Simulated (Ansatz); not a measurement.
# How far to go with the k-point mesh at a smearing width of 0.02 eV: LaCu2 (P6mm, 3 atoms in the cell)

```xyz
3
Lattice="4.3132 0.0000 0.0000 -2.1566 3.7353 0.0000 0.0000 0.0000 3.8625" Properties=species:S:1:pos:R:3 pbc="T T T"
La     0.0000     0.0000     0.0500
Cu     0.0000     2.4902     1.9313
Cu     2.1566     1.2451     1.9313
```

Level of theory: PBEsol, default PAW files made with PBE (plane waves; Ansatz, a first-principles code).

Base settings: basis.ecutwfc = 420 eV; kpoints.mp_grid.grid = 9 9 9; hamiltonian.xc = pbesol; hamiltonian.pseudopotentials = {kind: paw} (the program's default PAW files); scf.occupations.method = fermi_dirac; scf.occupations.width = 0.1 eV.

In this ladder: scf.occupations.width = 0.02 eV.

Only quantities that move along the ladder and can be compared are tabulated.

The count of work is k-points × plane waves × bands × iterations; it is no time. 

The starting cell comes from a database of computed structures (which also holds hypothetical and non-ambient phases and stackings), without a prior relaxation at this level. Its lattice was rescaled by up to half a per cent. One atom was moved a little off its site on purpose. Spin polarisation is off. In the base run, with a pressure of about -3 GPa the cell is away from its equilibrium volume at this level. Ansatz's pressure includes its estimate of the finite-basis (Pulay) stress.

| kpoints.mp_grid.grid | free energy less the last step's (meV/atom) | pressure (GPa) | largest difference of a force vector from the last step's (eV/Å) | count of work / last |
|---|---|---|---|---|
| 3 3 3 | 62.65 | -4.08 | 0.012 | 0.013 |
| 4 4 4 | 3.56 | -2.55 | 0.006 | 0.023 |
| 5 5 5 | -8.70 | -3.40 | 0.002 | 0.028 |
| 6 6 5 | 5.33 | -3.12 | 0.007 | 0.040 |
| 7 7 6 | 0.70 | -3.22 | 0.002 | 0.061 |
| 8 8 8 | 2.22 | -3.21 | 0.005 | 0.095 |
| 10 10 9 | -1.37 | -3.14 | 0.001 | 0.13 |
| 12 12 11 | -0.02 | -3.08 | 0.001 | 0.22 |
| 14 14 14 | 0.55 | -3.07 | 0.001 | 0.36 |
| 17 17 17 | 0.04 | -3.09 | 0.000 | 0.56 |
| 21 21 20 | 0.00 | -3.09 | 0.000 | 1.0 |

Coarsest kpoints.mp_grid.grid that holds the pressure within 0.1 GPa of the last step, with all finer ones: 10 10 9, at 0.13 of the last step's count of work; the step before is off by 0.12 GPa.

Coarsest kpoints.mp_grid.grid that holds the forces within 0.005 eV/Å of the last step, with all finer ones: 7 7 6, at 0.061 of the last step's count of work; the step before is off by 0.007 eV/Å.

Coarsest kpoints.mp_grid.grid that holds the free energy within 1 meV/atom of the last step, with all finer ones: 12 12 11, at 0.22 of the last step's count of work; the step before is off by 1.4 meV/atom.

Keys are those of Ansatz 0.2.
